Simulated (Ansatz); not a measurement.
Ansatz (an electronic-structure program) run on a (110) slab of MgS (cut from a parent of space group no. 216; 8 atoms in the cell): self-consistent single point.

Computed with LDA (PW92), default PAW files made with PBE (plane waves; Ansatz).

```xyz
8
Lattice="5.6946 0.0000 0.0000 0.0000 4.0267 0.0000 0.0000 0.0000 20.0400" Properties=species:S:1:pos:R:3 pbc="T T T"
Mg     0.0000     1.0067     9.0133
Mg     2.8473     3.0200     7.0000
Mg     0.0000     1.0067    13.0400
Mg     2.8473     3.0200    11.0267
S      4.2709     1.0067     7.0000
S      1.4236     3.0200     9.0133
S      4.2709     1.0067    11.0267
S      1.4236     3.0200    13.0400
```

Reference input (self-consistent single point, DFT, LDA (PW92), plane waves, default PAW files made with PBE): basis.ecutwfc = 420 eV; kpoints.mp_grid.grid = 4 6 1; hamiltonian.xc = lda; hamiltonian.pseudopotentials = {kind: paw} (the program's default PAW files); scf.occupations.method = fermi_dirac; scf.occupations.width = 0.05 eV. This run's input differs from it in these lines:

Ansatz 0.2 input:
```diff
@@ -16,3 +16,3 @@
 basis:
-  ecutwfc: 420.0 eV
+  ecutwfc: 210.0 eV
 kpoints:
```

Log, with long lists cut:

```
SCF iter   1: F=—  HF=-11087.821940 eV  |F-HF|=—  |Δ(HF+E_count)|=         —  Δρ=1.09e-2  dr2=1.86e-1  ethr=1.77e-3  ⟨swp⟩=8.2  Hψ=2384  notcnv=0  defer=3
all-band conjugate gradients solve this SCF's bands
preconditioner: auto → Resta (q_TF=auto, 1.964 Å⁻¹)
SCF iter   2: F=—  HF=-11087.602971 eV  |F-HF|=—  |Δ(HF+E_count)|=   2.19e-1  Δρ=3.64e-3  dr2=1.99e-2  ethr=2.90e-4  ⟨swp⟩=2.0  Hψ=1021  notcnv=0  defer=35
   [... lines left out ...]
SCF iter   4: F=—  HF=-11087.587102 eV  |F-HF|=—  |Δ(HF+E_count)|=   1.65e-4  Δρ=1.85e-4  dr2=3.00e-4  ethr=2.00e-6  ⟨swp⟩=2.0  Hψ=605  notcnv=0  defer=35
SCF iter   5: F=—  HF=-11087.587064 eV  |F-HF|=—  |Δ(HF+E_count)|=   3.78e-5  Δρ=2.57e-5  dr2=3.97e-6  ethr=4.68e-7  ⟨swp⟩=2.0  Hψ=580  notcnv=0  defer=35
SCF iter   6: F=—  HF=-11087.587066 eV  |F-HF|=—  |Δ(HF+E_count)|=   1.85e-6  Δρ=9.95e-6  dr2=8.59e-7  ethr=6.21e-9  ⟨swp⟩=2.0  Hψ=652  notcnv=0  defer=35
SCF iter   7: F=-11087.587066 eV  HF=-11087.587066 eV  |F-HF|=9.60e-9  |Δ(HF+E_count)|=   6.29e-8  Δρ=2.06e-6  dr2=3.41e-8  ethr=1.56e-10  ⟨swp⟩=11.8  Hψ=2139  notcnv=0
SCF 1 converged in 7 iterations: F = -11087.587066 eV  dr2 = 3.41e-8
Free energy (F): -11087.587066 eV
Internal energy: -11087.587066 eV  (E = F + TS)
E sigma→0 (E₀):  -11087.587066 eV
Fermi energy:    -0.807015 eV
--- Forces (eV/Å), atoms counted from 1 ---
  atom   1  Mg    -0.16388888    -0.00000000    -0.12338057
  atom   2  Mg     1.01539753     0.00000000     1.08178339
  atom   3  Mg     1.01539753     0.00000000    -1.08178339
  atom   4  Mg    -0.16388888    -0.00000000     0.12338057
  atom   5  S     -0.71621990     0.00000000    -0.29597284
  atom   6  S     -0.13529492     0.00000000    -0.36943241
  atom   7  S     -0.13529492     0.00000000     0.36943241
  atom   8  S     -0.71621990     0.00000000     0.29597284
--- Stress (GPa, compression-positive) ---
       -2.268960       0.000000       0.000000
        0.000000      -2.062218       0.000000
        0.000000       0.000000      -1.306139
  P = ⅓ Tr σ = -1.8791 GPa (-18.791 kbar)
  The stress holds the Pulay correction. Without it, at fixed plane waves, as pw.x and ABINIT print it: P = -12.8714 GPa
```

The run converged in 7 iterations. Against the reference run the free energy goes up by 709 meV/atom, the largest force moves little (1.478 to 1.484 eV/Å) and the gap on the mesh goes from 2.199 to 2.217 eV.

The starting cell comes from a database of computed structures (which also holds hypothetical and non-ambient phases and stackings), without a prior relaxation at this level. The slab is cut from that crystal, and its faces are unrelaxed. Its lattice was rescaled by up to half a per cent. Spin polarisation is off, though cut faces can carry moments; a gap of a slab can lie between surface states. Forces in this geometry exceed 1 eV/Å. The cutoff lies below the one recommended for these files.
